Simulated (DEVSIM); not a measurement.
System: illuminated Ge n-on-p cell, one wavelength, with a back-surface field, at 300 K.

Layer 1 from the left is Ge, thickness (μm) 0.410, Nd (cm⁻³) 4.1e18, τn (s) 1.6e-7, τp (s) 2.7e-7, absorption coefficient (cm⁻¹) 310. Layer 2 from the left is Ge, thickness (μm) 280, Na (cm⁻³) 8.5e16, τn (s) 3e-6, τp (s) 3e-6, absorption coefficient (cm⁻¹) 310. Layer 3 from the left is Ge, thickness (μm) 0.250, Na (cm⁻³) 2.3e18, τn (s) 3e-6, τp (s) 3e-6, absorption coefficient (cm⁻¹) 310.

Left contact: ohmic, minority hole recombination velocity 100 cm/s. Right contact: ohmic, minority electron recombination velocity 8e5 cm/s. Voltage is applied to the left contact. Recombination: SRH at mid-gap, radiative, Auger. Light enters at the left, 1.4e18 photons cm⁻² s⁻¹, one pass, no reflection. Mobility is μmin + (μ − μmin)/(1 + (N/Nref)^α).

The device is made up for the run: typed textbook-type constants, with dimensions and the other settings drawn at random. Values at 300 K.

Ge: gap (eV) 0.664, affinity (eV) 4, permittivity 16, Nc (cm⁻³) 1.04e19, Nv (cm⁻³) 6e18, μn (cm²/Vs) 3900, μp (cm²/Vs) 1900, μn,min 150, μp,min 100, Nref,n 2.6e17, Nref,p 4e17, αn 0.56, αp 0.6, B (cm³/s) 6.4e-14, Cn (cm⁶/s) 1e-31, Cp (cm⁶/s) 1e-31.

Simulated with DEVSIM: 1D drift-diffusion, Boltzmann statistics, complete ionisation; no tunnelling, impact ionisation, image-force lowering or self-heating.

Dark forward current:

| |V| (V) | |J| (A/cm²) |
|---|---|
| 0.05 | 2.530e-5 |
| 0.10 | 0.0001939 |
| 0.15 | 0.001344 |
| 0.20 | 0.009248 |
| 0.25 | 0.06364 |
| 0.30 | 0.4331 |
| 0.35 | 2.736 |
| 0.40 | 13.28 |
| 0.45 | 44.68 |
| 0.50 | 119.3 |
| 0.55 | 279.2 |
| 0.60 | 578.5 |
| 0.65 | 1048 |
| 0.70 | 1676 |
| 0.75 | 2440 |

Task: Work out the local ideality factor n = ΔV / (kT/q · ln(J2/J1)) between the rows 0.15 and 0.20 V, 0.20 and 0.25 V, 0.70 and 0.75 V.

Result: kT/q = 25.85 mV. From 0.15 to 0.20 V: ln(0.009248/0.001344) = 1.929, n = 1.00, near the 1 of diffusion or emission over a barrier. From 0.20 to 0.25 V: ln(0.06364/0.009248) = 1.929, n = 1.00, near the 1 of diffusion or emission over a barrier. From 0.70 to 0.75 V: ln(2440/1676) = 0.376, n = 5.15.

Task: What current could the absorbed light give at most, and what share is collected?

Result: Σ αd = 8.70, so qΦ(1 − exp(−Σ αd)) = 224 mA/cm². The simulated short-circuit current is 182.1 mA/cm², a share of 0.81.

Task: Estimate the open-circuit voltage by superposition: the voltage at which the dark current equals that short-circuit current.

Result: Interpolating ln J in the table gives 0.277 V. The simulation gives 0.277 V, the same within the digits that matter. Superposition holds where collection doesn't change with voltage.

Task: Estimate the fill factor from FF0 = (v − ln(v + 0.72))/(v + 1), v = qVoc/(nkT), with n from the dark curve.

Result: The rows about Voc, 0.25 and 0.30 V, give n = 1.01, so v = 10.6 and FF0 = 0.705. The simulation gives 0.707, the same within the digits that matter.
